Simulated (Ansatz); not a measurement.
The starting structures come from a database of crystals and need not be the phases stable at ambient conditions.

 Where the default PAW files enter, the runs use the earlier of Ansatz's two default sets.

Tunnelling through a barrier is set by its complex band structure: the current falls as exp(−2κd) with the smallest κ.

Here is the system:

```yaml
crystal:
  lattice:
    - [5.72392, 0.00000, 0.00000]
    - [-2.86196, 4.95706, 0.00000]
    - [2.86196, 1.65235, 2.33678]
  atoms:
    - { symbol: K, position: [0.00000, 0.00000, 0.00000] }
    - { symbol: Zn, position: [0.00000, 0.50000, 0.50000] }
    - { symbol: F, position: [0.50000, 0.50000, 0.00000] }
    - { symbol: F, position: [0.50000, 0.00000, 0.00000] }
    - { symbol: F, position: [0.00000, 0.50000, 0.00000] }
```

Space group of this cell: Pm-3m, cubic perovskite. The cell is taken as given.

Transport runs along the normal of the first two printed cell vectors, the (111) plane of the conventional cell.

The gap is the functional's own. No spin-orbit coupling. Mid-gap values are interpolated on the energy grid.

Compute, with r2SCAN (Ansatz, a quantum-chemistry and plane-wave program), the band gap and the smallest decay constant κ at mid-gap.

Gap 4.63 eV on a 12×12×12 mesh; κ = 0.439 1/Å, at the zone centre.
